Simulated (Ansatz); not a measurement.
Given:

```
CELL_PARAMETERS angstrom
      0.00000     3.05892     3.05892
      3.05892     0.00000     3.05892
      3.05892     3.05892     0.00000
ATOMIC_POSITIONS crystal
  K  0.00000 0.00000 0.00000
  Cl 0.50000 0.50000 0.50000
```

No spin polarisation.

The values are results of PBEsol, PAW, 420 eV (Ansatz, a first-principles code; no spin-orbit coupling), not measurements. k-mesh 9×9×9 (Γ-centred); smearing 0.05 eV (Fermi–Dirac).

Predict the band gap, pressure, gap character and electron mass.

Band gap: 5.31 eV
Pressure: 13.1 kbar
Gap character: direct at Γ
Electron mass: 0.43 mₑ (at Γ)

The cells carry an imposed strain or load. Masses are band curvatures over ±0.01 Å⁻¹ around the edge. No phonon test of stability was made. The cell was made from KCl in the rock salt structure (space group Fm-3m, No. 225) by this change: isotropic strain −2.00 %.
